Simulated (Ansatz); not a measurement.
Here is the system:

```
CELL_PARAMETERS angstrom
      3.90235     0.00000     0.00000
      0.00000     3.90235     0.00000
      1.95117    -1.95117     2.83930
ATOMIC_POSITIONS crystal
  Ga 0.00000 0.00000 0.00000
  As 0.75000 0.75000 0.50000
```

No spin polarisation.

All numbers come from Ansatz (a first-principles code) LDA, no spin-orbit coupling. k-mesh 10×10×10 (Γ-centred); smearing 0.05 eV (Fermi–Dirac).

Problem. Predict the band gap and gap character.

Solution. Band gap: 0.55 eV
Gap character: direct at Γ

The cells carry an imposed strain or load. Whether these cells are dynamically stable was not tested. The cell was made from GaAs in the zinc blende structure (space group F-43m, No. 216) by this change: biaxial strain −1.50 %, plane normal [001], relaxed out of plane.
